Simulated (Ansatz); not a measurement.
Band structure of Cu3Sb (Pm-3m, 4 atoms in the cell).

```
Cu3Sb
1.0
    3.93904     0.00000     0.00000
    0.00000     3.93904     0.00000
    0.00000     0.00000     3.93904
Cu Sb
3 1
Direct
  0.50000   0.50000   0.00000
  0.00000   0.50000   0.50000
  0.50000   0.00000   0.50000
  0.00000   0.00000   0.00000
```

Computed with PBEsol, PAW files made with PBE (plane waves; Ansatz, a program for electronic structure).

Settings: kpoints.mp_grid.grid = 8 8 8; hamiltonian.xc = pbesol; hamiltonian.pseudopotentials = {kind: paw} (the program's default PAW files); scf.occupations.method = gaussian; scf.occupations.width = 0.0037 Ry; kpoints.band_path.npoints = 8.

The starting cell comes from a database of computed structures (which also holds hypothetical and non-ambient phases and stackings), without a prior relaxation at this level. Its lattice was rescaled by a random factor within 2.5 % of one. Spin-orbit coupling is off. Spin polarisation is off. The run gives no clean gap (levels at the Fermi energy touch, overlap or are partly filled at this smearing), which alone does not show that the compound is a metal.

Levels in eV from the Fermi level, bands 33 to 40:
```json
[
 {"point": "Γ", "33": "-2.16", "34": "-1.98", "35": "-1.98", "36": "-1.98", "37": "0.30", "38": "3.16", "39": "3.16", "40": "7.21"},
 {"point": "X", "33": "-2.30", "34": "-1.98", "35": "0.86", "36": "0.86", "37": "1.32", "38": "3.20", "39": "3.20", "40": "4.05"},
 {"point": "M", "33": "-2.52", "34": "-2.47", "35": "-1.61", "36": "-1.61", "37": "2.47", "38": "3.72", "39": "5.47", "40": "5.47"},
 {"point": "R", "33": "-2.10", "34": "-2.10", "35": "-2.10", "36": "-1.83", "37": "-1.29", "38": "0.81", "39": "0.81", "40": "0.81"}
]
```

Bands cross the Fermi level along this path, so the cell is metallic at this level.

Keys are those of Ansatz 0.2.
